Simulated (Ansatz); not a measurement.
**The (310) surface of fcc Ag in its 1x1 cell, outermost plane spacing 0.66 Å in the ideal cut**

Computed with r2SCAN, at the PBE geometry (plane waves to 500 eV, PAW; Ansatz, a quantum-chemistry and plane-wave program).

Slab: 17 atoms, 10.5 Å thick at the start (thin: gaps and levels are the slab's own); k 9x6x1, smearing 0.1 eV, dipole-corrected; single point; on the structure that PBE left under its start's symmetry; no spin, no spin-orbit, no U.

surface energy (mean of both faces): 1.10 J/m²
work function of the top face: 4.11 eV
cost: around 9 core-minutes (rough)
